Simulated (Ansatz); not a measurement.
BaTiS₃ (model structure, started from the cubic perovskite type, Pm-3m, No. 221, 5 atoms in the cell) was calculated with HSE06 (plane waves, PAW; Ansatz, a first-principles code).

Run with plane-wave cutoff 460 eV, 6×6×6 k mesh, Fermi–Dirac smearing 0.05 eV, no spin polarisation, scalar-relativistic PAW data made under PBE.

Cell (relaxed with PBEsol):

BaTiS₃ is taken in the cubic space group Pm-3m (No. 221), the cubic perovskite structure, Pearson symbol cP5. Conventional cell: a = b = c = 4.7570 Å, α = β = γ = 90.00°. Ba on 1a sees 12 S at 3.364 Å (cuboctahedral). Ti on 1b is surrounded by 6 S at 2.378 Å (octahedral). S on 3c is coordinated by 2 Ti at 2.378 Å and 4 Ba at 3.364 Å (octahedral). (Neighbours: up to the widest gap in distance over summed covalent radii, below 1.35, at either atom; cation-cation and far metal-metal contacts left out.)

What does this level give for the band gap and smallest direct gap on the k points sampled?


- band gap = 0.29 eV (on the SCF k mesh)
- smallest direct gap on the k points sampled = 0.63 eV

Note: PBE has no gap here, and a hybrid on a coarse mesh can open a false one; the relaxation could raise the start's symmetry but not lower it, so the cell can be a saddle point; cell and atoms aren't relaxed at this level (pressure 2.2 GPa).

Spin–orbit coupling is not included; it can close the smallest gap of 0.29 eV.

Computed values are for the static lattice.

A model structure was made by putting elements into a prototype or built by hand; it is no filed structure, need not be a known phase, and can be a saddle point held by its symmetry.
